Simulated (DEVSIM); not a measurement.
Structure: Schottky contact on p-type Si, at 250 K.

Layer 1 from the left is Si, thickness (μm) 6.80, Na (cm⁻³) 1.2e15, τn (s) 0.0005, τp (s) 0.0005. Layer 2 from the left is Si, thickness (μm) 12.0, Na (cm⁻³) 1.6e18, τn (s) 0.0005, τp (s) 0.0005.

Left contact: Schottky, work function 4.644 eV, emission velocity 3.1e6 cm/s. Right contact: ohmic. Voltage is applied to the left contact. Recombination: SRH at mid-gap, Auger. Mobility is constant in doping.

Constants are typed, rounded textbook-type inputs, not results; the design itself was drawn at random and stands for no fabricated device. Values at 300 K; Nc and Nv go as T^1.5, mobilities as T to minus their exponent, the gap by Varshni's rule with the affinity fixed.

Si: gap (eV) 1.124, affinity (eV) 4.05, permittivity 11.7, Nc (cm⁻³) 2.86e19, Nv (cm⁻³) 3.1e19, μn (cm²/Vs) 1417, μp (cm²/Vs) 470, T exponent of μn 2.3, T exponent of μp 2.2, Cn (cm⁶/s) 2.8e-31, Cp (cm⁶/s) 9.9e-32, Varshni α (eV/K) 0.000473, Varshni β (K) 636.

DEVSIM, 1D drift-diffusion, Boltzmann statistics, complete ionisation; no tunnelling, impact ionisation, image-force lowering or self-heating. Metal contacts follow the ideal Schottky-Mott rule: no Fermi-level pinning, no interface dipoles.

Dark forward current:

| |V| (V) | |J| (A/cm²) |
|---|---|
| 0.05 | 0.0008604 |
| 0.10 | 0.009222 |
| 0.15 | 0.08777 |
| 0.20 | 0.7112 |
| 0.25 | 3.476 |
| 0.30 | 9.082 |
| 0.35 | 16.43 |
| 0.40 | 24.67 |
| 0.45 | 33.43 |
| 0.50 | 42.52 |
| 0.55 | 51.82 |
| 0.60 | 61.28 |
| 0.65 | 70.85 |
| 0.70 | 80.52 |
| 0.75 | 90.27 |
| 0.80 | 100.1 |
| 0.85 | 109.9 |
| 0.90 | 119.8 |
| 0.95 | 129.8 |
| 1.00 | 139.8 |
| 1.05 | 149.8 |
| 1.10 | 159.8 |
| 1.15 | 169.8 |
| 1.20 | 179.9 |
| 1.25 | 190.0 |
| 1.30 | 200.1 |

Question: Work out the local ideality factor n = ΔV / (kT/q · ln(J2/J1)) between the rows 0.10 and 0.15 V, 1.25 and 1.30 V.

Answer: kT/q = 21.54 mV. From 0.10 to 0.15 V: ln(0.08777/0.009222) = 2.253, n = 1.03, near the 1 of diffusion or emission over a barrier. From 1.25 to 1.30 V: ln(200.1/190.0) = 0.052, n = 44.82.

Question: Estimate the current at 0.10 V for emission alone, J0 = q v N_band exp(−φB/kT), and read the barrier back from the simulated current.

Answer: φB = 0.542 eV, N_band = 2.36e19 cm⁻³, J0 = 0.000138 A/cm²; J = J0 (exp(qV/kT) − 1) = 0.0141 A/cm². The simulation gives 0.00922 A/cm²; the estimate lies 53 % above. Read backwards, the simulated current gives an apparent barrier of 0.551 eV. The estimate leaves out transport through the depletion region and minority injection.
